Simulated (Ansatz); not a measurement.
Here is the system:

```xyz
2
Lattice="0.0000 3.0665 3.0665 3.0665 0.0000 3.0665 3.0665 3.0665 0.0000" Properties=species:S:1:pos:R:3 pbc="T T T"
Sb     1.5332     1.5332     1.5332
Ga     0.0000     0.0000     0.0000
```

No spin polarisation.

Method: r2SCAN (Ansatz, an electronic-structure program; PAW; 500 eV plane waves; spin-orbit coupling left out). Γ-centred 13×13×13 mesh, Fermi–Dirac width 0.05 eV.

Problem. Predict the hole mass, band gap and electron mass.

Solution. 
- Hole mass (degenerate bands, along [100]) = 0.023, 0.26, 0.26 mₑ (at Γ)
- Band gap = 0.41 eV
- Electron mass = 0.023 mₑ (at Γ)

With Sb present, leaving out spin-orbit coupling can change the band edges. Masses are band curvatures over ±0.01 Å⁻¹ around the edge. Whether these cells are dynamically stable was not tested. The cell was made from GaN by this change: N → Sb.
